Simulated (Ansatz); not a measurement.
```yaml
crystal:
  lattice:
    - [0.00000, 1.99308, 1.99308]
    - [1.99308, 0.00000, 1.99308]
    - [1.99308, 1.99308, 0.00000]
  atoms:
    - { symbol: Al, position: [0.00000, 0.00000, 0.00000] }
```

The run noted for some of its cells that some bands missed the eigensolver's tolerance.

Task: By how much do the lattice constants and the volume change from 300 K to 575 K (the quasi-harmonic free energy, LDA density-functional theory in Ansatz (plane waves, PAW)), and how far does the bulk modulus soften?

Result: a by 0.70 %, the volume by 2.11 %; B_T goes from 75.5 to 65.6 GPa. No phase change or melting is allowed for: the numbers belong to this structure as given.

The PAW data sets were generated under PBE and serve the other functionals too.

Ansatz is a program for electronic structure.
